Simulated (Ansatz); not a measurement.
The reference is WS2 in the 2H-MoS2 type structure (space group P6_3/mmc, No. 194; layered, stacked along the Cartesian z axis).

Space group P6₃/mmc (No. 194); a = 3.115 Å, b = 3.115 Å, c = 11.773 Å, α = 90.00°, β = 90.00°, γ = 120.00°

```csv
atom,site,symmetry,x,y,z
W,2c,-6m2,0.3333,0.6667,0.2500
S,4f,3m.,0.6667,0.3333,0.1165
```

Calculations: Ansatz (a first-principles code) PBEsol-D3(BJ), no spin-orbit coupling, earlier PAW set.

Before the change:

* **Band gap**: 0.66 eV
* **Valence-band top at Γ**: 0.00, -1.26, -1.60 eV
* **Smallest direct gap**: 1.92 eV

Modification: every lattice vector is stretched by 1.04 %, atoms relaxed at fixed cell.

Problem. What happens to the band gap, energy relative to the base, valence-band top at Γ and smallest direct gap?

Solution. The band gap increases by 0.08 eV (0.66 eV → 0.74 eV); the energy goes up by 4.5 meV/atom; the valence-band top at Γ (three highest levels, from the VBM) changes from 0.00, -1.26, -1.60 eV to 0.00, -1.32, -1.44 eV; the smallest direct gap falls by 0.13 eV to 1.79 eV.

With W present, leaving out spin-orbit coupling can change the band edges. The cells carry an imposed strain or load. Whether these cells are dynamically stable was not tested.
